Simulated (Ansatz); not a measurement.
System: interstitial H in 4H silicon carbide with all lengths changed by -1 % (charge state +1). Computed with PBE, PAW (plane waves to 420 eV; Ansatz, an electronic-structure program).

Cell of 72 host sites held at the strained lattice (strain from the relaxed PBE one, atoms relaxed); a 2×2×2 k-point mesh shifted by half a step along c; Fermi-Dirac width 0.01 eV, spin-restricted; finite-size errors left in. Static, classical nuclei. The charge state is imposed; whether it is stable for some Fermi level was not computed. Sites that were not tried may lie lower.

The step: a direct jump of one H atom. Atoms about the jump, Cartesian Å from the middle of the jump, before and after:

| atom | x0 | y0 | z0 | x1 | y1 | z1 |
|---|---|---|---|---|---|---|
| H1 | -0.01 | 0.56 | 0.72 | 0.01 | -0.56 | -0.72 |
| C2 | 0.01 | 0.60 | -0.40 | 0.01 | 0.54 | -0.50 |
| Si3 | 1.63 | -0.33 | 0.15 | 1.65 | -0.30 | 0.21 |
| Si4 | -1.62 | -0.34 | 0.15 | -1.63 | -0.30 | 0.21 |
| C5 | 1.54 | -0.29 | 2.03 | 1.55 | -0.29 | 2.06 |
| C6 | 1.54 | -2.07 | -0.47 | 1.55 | -2.05 | -0.46 |
| C7 | -1.53 | -0.29 | 2.03 | -1.53 | -0.29 | 2.06 |
| C8 | -1.52 | -2.07 | -0.47 | -1.53 | -2.05 | -0.46 |
| Si9 | 0.01 | -2.94 | 0.17 | 0.01 | -2.94 | 0.17 |
| Si10 | 0.01 | -1.18 | 2.67 | 0.01 | -1.18 | 2.67 |
| Si11 | 0.01 | 2.47 | 0.15 | 0.01 | 2.37 | 0.17 |
| Si12 | 0.01 | 0.60 | -2.37 | 0.01 | 0.63 | -2.44 |
| C13 | 0.01 | -2.94 | 2.04 | 0.01 | -2.94 | 2.05 |
| C14 | 0.01 | 2.37 | 2.03 | 0.01 | 2.34 | 2.03 |
| C15 | 3.09 | 0.61 | -0.47 | 3.09 | 0.61 | -0.46 |
| C16 | -3.07 | 0.61 | -0.47 | -3.08 | 0.61 | -0.46 |
| Si17 | 1.55 | 1.49 | 2.67 | 1.55 | 1.48 | 2.68 |
| Si18 | -1.53 | 1.49 | 2.67 | -1.53 | 1.48 | 2.68 |
| Si19 | 1.54 | -2.06 | -2.35 | 1.54 | -2.05 | -2.35 |
| Si20 | -1.52 | -2.06 | -2.35 | -1.53 | -2.05 | -2.35 |
| C21 | 1.54 | -0.28 | -2.95 | 1.54 | -0.28 | -2.98 |
| C22 | -1.52 | -0.28 | -2.95 | -1.53 | -0.28 | -2.98 |
| C23 | 1.55 | 3.26 | -0.47 | 1.53 | 3.22 | -0.47 |
| C24 | -1.53 | 3.26 | -0.47 | -1.52 | 3.22 | -0.47 |

Problem. Where do these atoms stand at the saddle point, and how high is it?

Solution. 
```csv
atom,x,y,z
H1,0.03,-0.29,0.18
C2,0.00,0.62,-0.47
Si3,1.73,-0.30,0.18
Si4,-1.70,-0.29,0.17
C5,1.56,-0.27,2.03
C6,1.56,-2.03,-0.46
C7,-1.53,-0.27,2.03
C8,-1.54,-2.03,-0.46
Si9,0.01,-2.91,0.17
Si10,0.01,-1.16,2.66
Si11,0.01,2.40,0.20
Si12,0.01,0.57,-2.38
C13,0.01,-2.92,2.04
C14,0.01,2.37,2.06
C15,3.12,0.64,-0.49
C16,-3.10,0.64,-0.49
Si17,1.55,1.50,2.68
Si18,-1.53,1.50,2.68
Si19,1.55,-2.05,-2.36
Si20,-1.53,-2.05,-2.36
C21,1.55,-0.29,-2.98
C22,-1.53,-0.29,-2.98
C23,1.54,3.25,-0.46
C24,-1.52,3.25,-0.46
```
It lies 0.16 eV above the start and 0.18 eV above the end. The saddle point's order was not checked, and it lies on a symmetry element of the cell, where a band can be held.
